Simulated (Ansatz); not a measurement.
The cell is built on a prototype and need not be the phase stable at ambient conditions.

By PBEsol, the system below comes out a metal.

The ballistic (Sharvin) conductance counts the channels at the Fermi level: G/A = (e²/h) × channels of both spins per area.

Data:

```
CELL_PARAMETERS angstrom
      3.31537     0.00000     0.00000
      0.00000     4.68865     0.00000
      0.00000     2.34432     2.34432
ATOMIC_POSITIONS crystal
  Zr 0.00000 0.00000 0.00000
  Se 0.50000 0.50000 0.00000
```

Space group of this cell: Pm-3m, CsCl type. The cell was relaxed by PBE-D3(BJ).

The current flows along the normal of the first two printed cell vectors. No spin-orbit coupling; the value is a mean over 0.1 eV about the Fermi level.

### Question
Compute, with PBEsol (Ansatz, an electronic-structure program), the ballistic conductance per area.

### Answer
0.45 × 10¹⁵ S/m² for both spins.
